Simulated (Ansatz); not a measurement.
Results of r²SCAN+SOC in Ansatz (PAW) for fluorite HfO₂ (high-temperature phase).

Numerical settings: plane-wave cutoff 560 eV, 12×12×12 k mesh, Fermi–Dirac smearing 0.01 eV, PAW data made under PBE.

Cell (relaxed at this level):

```yaml
crystal:
  lattice:
    - [0.00000, 2.52835, 2.52835]
    - [2.52835, 0.00000, 2.52835]
    - [2.52835, 2.52835, 0.00000]
  atoms:
    - { symbol: Hf, position: [0.00000, 0.00000, 0.00000] }
    - { symbol: O, position: [0.25000, 0.25000, 0.25000] }
    - { symbol: O, position: [0.75000, 0.75000, 0.75000] }
```

Task: Estimate the bulk modulus, band gap, direct gap at Γ and pressure derivative B′ of the bulk modulus that the calculation returns.

Result: 
* **bulk modulus**: 271 GPa
* **band gap**: 4.31 eV (direct)
* **direct gap at Γ**: 5.03 eV
* **pressure derivative B′ of the bulk modulus**: 4.2

Measured, for comparison: bulk modulus 242 ± 16 GPa (room temperature, not corrected to a static lattice, nanocrystalline cubic HfO2, second-order Birch-Murnaghan; as tabulated in High-pressure structural stability, equation of state, and thermal expansion …). Computed (rounded) less measured: bulk modulus +12 %.

Note: symmetry holds this phase in the static calculation, where it need not be a minimum; held by symmetry at 0 K, a high-temperature phase can be a saddle point.

Computing time: around 11 core-minutes (rough).

Ansatz is an electronic-structure program.
